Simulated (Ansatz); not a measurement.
The parent structure is AlBiO3 in the cubic perovskite structure (space group Pm-3m, No. 221; a = 3.7535 Å; a cell from a computed database, its experimental status unchecked). Axes: x, y, z lie along the cube axes.

One thing is altered: strain tensor (xx, yy, zz, yz, xz, xy) = (+2.19, +0.50, −0.93, −0.87, +0.72, −0.87) %; the atoms relax in the strained cell.

Levels (all Ansatz, a first-principles code, PAW): PBEsol (420 eV, without spin-orbit coupling); PBEsol+SOC (420 eV, spin-orbit coupling included).

The geometry is relaxed with PBEsol.

| Item | Value |
|---|---|
| PBEsol pressure | -3.11 GPa |
| PBEsol band gap | 1.18 eV |
| PBEsol electron mass | 0.13 mₑ along k, 0.21 mₑ across (at X) |
| PBEsol smallest direct gap | 1.65 eV |

Q: What does PBEsol+SOC give at this geometry for the pressure, band gap, electron mass and smallest direct gap?

A: The pressure rises by 0.61 GPa to -2.50 GPa; the band gap decreases by 0.38 eV (1.18 eV → 0.80 eV); the electron mass becomes 0.12 mₑ along k, 0.22 mₑ across (at X) (PBEsol: 0.13 mₑ along k, 0.21 mₑ across (at X)); the smallest direct gap decreases by 0.43 eV (1.65 eV → 1.22 eV).

Single points use the geometry relaxed with PBEsol. The spin-orbit shifts are approximate. With Bi present, leaving out spin-orbit coupling can change the band edges. Masses are band curvatures over ±0.01 Å⁻¹ around the edge. Along k means along the line from Γ to the band edge. No phonon test of stability was made. Many cubic perovskites are stable only at high temperature; tilts and polar distortions were not tested.
